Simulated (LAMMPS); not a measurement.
Simulation of CdSe (zinc blende), 216 atoms, at 1350 K and 0 GPa, heated as the crystal.

Level of theory: classical MD, pair style bop, file CdTeSe.bop.table (LAMMPS).

```csv
r (Å),"g(r), Cd-Se"
2.220,0.000
2.260,0.014
2.300,0.121
2.340,0.310
2.380,0.725
2.420,1.69
2.460,2.95
2.500,4.76
2.540,5.59
2.580,6.50
2.620,7.56
2.660,7.26
2.700,6.34
2.740,5.58
2.780,4.33
2.820,3.54
2.860,2.54
2.900,1.68
2.940,0.992
2.980,0.694
3.020,0.590
3.060,0.356
3.100,0.170
3.140,0.086
3.180,0.035
3.220,0.096
3.260,0.007
3.300,0.007
3.340,0.006
3.380,0.019
3.420,0.000
3.460,0.000
3.500,0.000
3.540,0.006
3.580,0.000
3.620,0.000
3.660,0.000
3.700,0.000
3.740,0.000
3.780,0.000
3.820,0.000
3.860,0.000
3.900,0.000
3.940,0.000
3.980,0.000
4.020,0.000
4.060,0.004
4.100,0.013
4.140,0.008
4.180,0.012
4.220,0.028
4.260,0.043
4.300,0.034
4.340,0.075
4.380,0.103
4.420,0.120
4.460,0.264
4.500,0.273
4.540,0.454
4.580,0.561
4.620,0.720
4.660,0.855
4.700,1.13
4.740,1.46
4.780,1.76
4.820,2.03
4.860,2.30
4.900,2.52
4.940,2.92
4.980,3.05
5.020,3.19
5.060,3.21
5.100,3.22
5.140,3.18
5.180,2.99
5.220,2.91
5.260,2.54
5.300,2.19
5.340,1.95
5.380,1.60
5.420,1.41
5.460,1.08
5.500,0.892
5.540,0.722
5.580,0.514
5.620,0.352
5.660,0.232
5.700,0.161
5.740,0.092
5.780,0.053
5.820,0.065
5.860,0.056
5.900,0.010
5.940,0.030
5.980,0.036
6.020,0.055
6.060,0.087
6.100,0.131
6.140,0.244
6.180,0.265
6.220,0.375
```

The data show:
- state found: crystal; no diffusion seen in 15 ps
- first peak of g(r), Cd-Se: 2.63 Å, height 7.6
- coordination number of Cd by Se: 4.00 (counted to 3.82 Å)
- coordination number of Se by Cd: 4.00 (counted to 3.82 Å)

Caution: in nature this polymorph isn't the stable one over the whole range of temperature at this pressure, and short runs keep a crystal in its starting form. Caution: a run this short can hold a crystal over, or a liquid under, the potential's melting point.
